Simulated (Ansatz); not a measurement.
Take GaN in the zinc blende structure (space group F-43m, No. 216) as the base.

```xyz
2
Lattice="0.0000 2.2490 2.2490 2.2490 0.0000 2.2490 2.2490 2.2490 0.0000" Properties=species:S:1:pos:R:3 pbc="T T T"
Ga     0.0000     0.0000     0.0000
N      1.1245     1.1245     1.1245
```

Computed with r2SCAN (Ansatz, a program for electronic structure; PAW; 500 eV plane waves; no SOC).

Strains are applied to the cell and any free atomic positions relax.

One change was made to it. Results:

| quantity | base | after |
|---|---|---|
| band gap | 2.17 eV | 1.57 eV |
| hole mass (degenerate bands, along [100]) | 0.18, 0.86, 0.86 mₑ (at Γ) | 0.14, 0.90, 0.90 mₑ (at Γ) |
| electron mass | 0.17 mₑ (at Γ) | 0.13 mₑ (at Γ) |
| energy relative to the base (free energy F) | 0 meV/atom | +51 meV/atom |

Q: What was done to the base?
A. isotropic strain +1.50 %
B. isotropic strain +1.00 %
C. isotropic strain +0.50 %
D. isotropic strain +2.50 %
E. isotropic strain +3.00 %

A: E, isotropic strain +3.00 %. For comparison, the band gap in the other runs: isotropic strain +1.50 % gives 1.87 eV; isotropic strain +0.50 % gives 2.07 eV; isotropic strain +1.00 % gives 1.97 eV; isotropic strain +2.50 % gives 1.67 eV.

Masses are band curvatures over ±0.01 Å⁻¹ around the edge. No phonon test of stability was made. This is not the structure that GaN has at room temperature and ambient pressure.
